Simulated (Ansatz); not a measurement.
For PtSb (P6₃/mmc, No. 194, 4 atoms in the cell; start mp-2845), LDA (PAW; Ansatz, an electronic-structure program) gives:

equilibrium lattice constant a: 4.140 Å
c axis length: 5.442 Å
bulk modulus: 149 GPa
cohesive energy: 5.80 eV/atom

What does r²SCAN (plane waves, PAW; Ansatz) give for the same quantities?


- lattice constant a: 4.178 Å (rises by 0.9 %)
- lattice parameter c: 5.529 Å (increases by 1.6 %)
- bulk modulus: 137 GPa (decreases by 8.1 %)
- cohesive energy: 4.54 eV/atom (shrinks by 1.26 eV/atom)

Changes are worked out from the printed values.

Unless a cell is named, each level is at its own relaxed cell (LDA 20.19, r²SCAN 20.89 Å³/atom).

Levels without +SOC leave out spin–orbit coupling, which shifts energies and cells of such heavy elements.

The crystal itself was run without spin with LDA, r²SCAN; a magnetic state was not tried in these runs.

Caveats: the bulk modulus is −V dP/dV from two relaxed cells at ±2 % in volume (LDA, r²SCAN); the relaxation could not lower the start's symmetry, so the cell can be a saddle point above a distorted one (LDA, r²SCAN). Ansatz's density-functional and Hartree–Fock values are scalar-relativistic unless marked +SOC, with PAW data made under PBE.

A start named mp-… is a Materials Project structure, which need not be a measured phase.
